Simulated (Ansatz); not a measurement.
An Ansatz (an electronic-structure program) run: hypothetical P6_3/mmc PbI2 with a change (isotropic strain −0.67 %); Ansatz, PBE-D3(BJ), PAW, cutoff 420 eV, no spin-orbit coupling.

Input:

Ansatz 0.2 input:
```yaml
crystal:
  lattice:
    - [4.367189743, 0, 0]
    - [-2.1835948715, 3.7820972606, 0]
    - [0, 0, 14.7472591042]
  atoms:
    - { symbol: Pb, position: [0.3333333333, 0.6666666667, 0.75] }
    - { symbol: Pb, position: [0.6666666667, 0.3333333333, 0.25] }
    - { symbol: I, position: [0.3333333333, 0.6666666667, 0.1121075283] }
    - { symbol: I, position: [0.6666666667, 0.3333333333, 0.6121075283] }
    - { symbol: I, position: [0.6666666667, 0.3333333333, 0.8878924717] }
    - { symbol: I, position: [0.3333333333, 0.6666666667, 0.3878924717] }
basis: { ecutwfc: 420, ecutrho_ratio: 4, xc_grid: 2, fft_grid_basis: typed }
kpoints: { mp_grid: { grid: [9, 9, 3] } }
hamiltonian:
  xc: pbe
  dispersion: d3bj
  pseudopotentials: { kind: paw }
scf: { occupations: { method: fermi_dirac, width: 0.05 }, convergence: { dr2_threshold: 0.0000000006 } }
relax: { f_tol: 0.005, max_steps: 50 }
output: { forces: true, stress: true }
checkpoint: { write: state.ck, write_every: 1000 }
```

Output (explanatory and most iteration lines left out):

```
Relaxation: its limit of steps is 50 (relax.max_steps)
Pseudopotential: Pb, paw, valence charge 14
Pseudopotential: I, paw, valence charge 17
Crystal: 6 atoms, lattice volume = 243.582 Å³
Basis set: ecut = 420 eV, 4783 PW (Γ), exchange–correlation on 60×60×200 points (8 copies of the dense FFT grid, shifted against one another)
Bands: 58, of which v1, the nominal top of the filled ones, is band 48 counted from 1 (47 counted from 0)
Symmetry: 24 space group operations
Space group: P63/mmc (ITA 194), of the structure as read, at distance tolerance 6.2e-5 Å
k-points: 24 of 243
Functional: x = pbe(κ = 0.804, μ = 0.2195149727645171), c = pbe(β = 0.06672455060314922)
SCF iter   1: F=—  HF=-53869.749842 eV  |F-HF|=—  |Δ(HF+E_count)|=         —  Δρ=1.04e-3  dr2=2.44e-3  ethr=1.77e-3  ⟨swp⟩=11.0  Hψ=6503  notcnv=0  defer=4
SCF iter   2: F=—  HF=-53869.747685 eV  |F-HF|=—  |Δ(HF+E_count)|=   2.16e-3  Δρ=6.76e-4  dr2=1.04e-3  ethr=2.54e-6  ⟨swp⟩=2.2  Hψ=2783  notcnv=0  defer=39
SCF 1 converged in 9 iterations: F = -53869.748420 eV  dr2 = 1.52e-10
relax step   1: F+E_penalty+E_count = -53869.74842018 eV  Δ(F+E_penalty+E_count) = +0.000e0 eV  max|allowed force component| = 1.066e-1 eV/Å  Δτ_max = 0.0000 Å  (9 SCF iters, accepted)
Crystal: 6 atoms, lattice volume = 243.582 Å³
SCF iter   1: F=—  HF=-53869.752611 eV  |F-HF|=—  |Δ(HF+E_count)|=         —  Δρ=6.86e-4  dr2=1.07e-3  ethr=1.19e-6  ⟨swp⟩=2.1  Hψ=4242  notcnv=0  defer=96
SCF iter   2: F=—  HF=-53869.752362 eV  |F-HF|=—  |Δ(HF+E_count)|=   2.50e-4  Δρ=3.47e-4  dr2=2.17e-4  ethr=1.12e-6  ⟨swp⟩=1.6  Hψ=1338  notcnv=0  defer=96
SCF 2 converged in 7 iterations: F = -53869.752309 eV  dr2 = 5.24e-10
relax step   2: F+E_penalty+E_count = -53869.75230885 eV  Δ(F+E_penalty+E_count) = -3.889e-3 eV  max|allowed force component| = 2.870e-2 eV/Å  Δτ_max = 0.0252 Å  (7 SCF iters, accepted)
Crystal: 6 atoms, lattice volume = 243.582 Å³
SCF iter   1: F=—  HF=-53869.752637 eV  |F-HF|=—  |Δ(HF+E_count)|=         —  Δρ=1.42e-4  dr2=4.62e-5  ethr=4.79e-7  ⟨swp⟩=4.2  Hψ=3563  notcnv=0  defer=96
SCF iter   2: F=—  HF=-53869.752601 eV  |F-HF|=—  |Δ(HF+E_count)|=   3.63e-5  Δρ=7.20e-5  dr2=9.25e-6  ethr=4.82e-8  ⟨swp⟩=1.0  Hψ=1609  notcnv=0  defer=96
SCF 3 converged in 6 iterations: F = -53869.752619 eV  dr2 = 2.87e-10
relax step   3: F+E_penalty+E_count = -53869.75261914 eV  Δ(F+E_penalty+E_count) = -3.103e-4 eV  max|allowed force component| = 1.018e-3 eV/Å  Δτ_max = 0.0052 Å  (6 SCF iters, accepted)
SCF converged after 6 iterations
Free energy (F): -53869.752619 eV
Internal energy: -53869.752619 eV  (E = F + TS)
E sigma→0 (E₀):  -53869.752619 eV
Fermi energy:    6.499604 eV
  E_disp       = -1.880704  (pairwise vdW)
--- Forces (eV/Å), atoms counted from 1 ---
  atom   1  Pb     0.00000000     0.00000000    -0.00000000
  atom   2  Pb     0.00000000    -0.00000000     0.00000000
  atom   3  I      0.00000000     0.00000000     0.00101832
  atom   4  I      0.00000000    -0.00000000     0.00101832
  atom   5  I      0.00000000    -0.00000000    -0.00101832
  atom   6  I     -0.00000000     0.00000000    -0.00101832
--- Stress (GPa, compression-positive) ---
        0.327905      -0.000000       0.000000
        0.000000       0.327905      -0.000000
        0.000000      -0.000000       0.250808
  P = ⅓ Tr σ = 0.3022 GPa (3.022 kbar)
--- Relaxed structure (3 steps of the walk, 3 accepted, 0 SCFs on fresh bases) ---
  atoms:
    - { symbol: Pb, position: [0.33333333333333326, 0.6666666666666665, 0.7500000000000001] }
    - { symbol: Pb, position: [0.6666666666666666, 0.33333333333333326, 0.25000000000000006] }
    - { symbol: I, position: [0.33333333333333326, 0.6666666666666665, 0.11075348348626401] }
    - { symbol: I, position: [0.6666666666666666, 0.33333333333333326, 0.610753483486264] }
    - { symbol: I, position: [0.6666666666666666, 0.33333333333333326, 0.8892465165137361] }
    - { symbol: I, position: [0.33333333333333326, 0.6666666666666665, 0.3892465165137361] }
```

Spin-orbit coupling, missing from the scalar runs, can matter with I and Pb. Stability against distortions was not tested. The cell was made from PbI2 in the 2H-MoS2 type structure (space group P6_3/mmc, No. 194; a hypothetical phase, not in the database extracts checked) by this change: isotropic strain −0.67 %.
